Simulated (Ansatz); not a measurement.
Base system: TlSnCl3 in the cubic perovskite structure (space group Pm-3m, No. 221; a = 5.578 Å; a hypothetical phase, not in the database extracts checked). Axes: x, y, z lie along the cube axes.

(Cell as relaxed with PBE.)

Levels (all Ansatz, a quantum-chemistry and plane-wave program, PAW): PBE (420 eV, no SOC); r2SCAN (500 eV, scalar-relativistic without spin-orbit coupling).

Each level relaxes its own structure.

```json
[
 {"base": "volume per atom", "PBE": "34.71 Å³", "r2SCAN": "33.41 Å³"},
 {"base": "lattice parameter a", "PBE": "5.578 Å", "r2SCAN": "5.508 Å"},
 {"base": "band gap", "PBE": "0.89 eV", "r2SCAN": "0.69 eV"}
]
```

Modification: the symmetric strain tensor [0.0353 -0.0103 0.0173; -0.0103 0.0217 0.0045; 0.0173 0.0045 -0.0263]; the atoms relax in the strained cell.

```tsv
quantity	PBE	r2SCAN
band gap	0.87 eV	0.80 eV
energy relative to the base (free energy F)	+12 meV/atom	+14 meV/atom
pressure (mean of the normal stresses, compression positive)	-0.50 GPa	-0.57 GPa
```

PBE's band gap lies 0.065 eV above r2SCAN's; PBE's energy relative to the base lies 1.7 meV/atom below r2SCAN's; PBE's pressure lies 0.07 GPa above r2SCAN's. Neither level is exact; r2SCAN is the comparison here, not a measurement.

Spin-orbit coupling, missing from the scalar runs, can matter with Tl. Whether these cells are dynamically stable was not tested. Many cubic perovskites are stable only at high temperature; tilts and polar distortions were not tested.
